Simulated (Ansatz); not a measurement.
MgSc₃N (model structure, started from the Ni3MgC type, Pm-3m, No. 221, 5 atoms in the cell), treated with PBEsol (Ansatz, a first-principles code, PAW).

Run with plane-wave cutoff 520 eV, 14×14×14 k mesh, Fermi–Dirac smearing 0.05 eV, scalar-relativistic PAW data made under PBE.

Cell (relaxed at this level):

```
MgSc3N
1.0
    4.47406     0.00000     0.00000
    0.00000     4.47406     0.00000
    0.00000     0.00000     4.47406
Mg Sc N
1 3 1
Cartesian
  0.00000   0.00000   0.00000
  0.00000   2.23703   2.23703
  2.23703   0.00000   2.23703
  2.23703   2.23703   0.00000
  2.23703   2.23703   2.23703
```

### Question
Estimate the bulk modulus that the calculation returns.

### Answer

bulk modulus: 96.0 GPa

The run finds no gap.

Note: the bulk modulus is −V dP/dV from two relaxed cells at ±2 % in volume; the relaxation could raise the start's symmetry but not lower it, so the cell can be a saddle point.

Computing time: roughly 90 core-seconds.

A model structure was made by putting elements into a prototype or built by hand; it is no filed structure, need not be a known phase, and can be a saddle point held by its symmetry.
